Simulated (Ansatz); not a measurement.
Base system: Si in the diamond structure (space group Fd-3m, No. 227; a = 5.444 Å).

Now apply this change: cell and atoms relaxed at a pressure of 3 GPa.

Levels (all Ansatz, a quantum-chemistry and plane-wave program, PAW, earlier PAW set): r2SCAN (500 eV, without spin-orbit coupling); HSE06 (420 eV, no spin-orbit coupling).

The geometry is relaxed with r2SCAN.

```
Item              Result
---------------  -------
r2SCAN band gap  0.72 eV
```

**Question.** How does going to HSE06 change the band gap?

**Answer.** The band gap rises by 0.37 eV (0.72 eV → 1.09 eV).

Single points use the geometry relaxed with r2SCAN. Their cutoffs differ, which shifts pressures a little. The hybrid gap comes from the SCF mesh plus the semilocal run's edge points and a few special points and is an upper bound. Load acts through the strain it causes; cell and atoms are relaxed under it. No phonon test of stability was made. Tetrahedral semiconductors of this kind turn to denser phases somewhere between about 1 and 50 GPa; those were not computed, so compressed cells here can lie past the real transition.
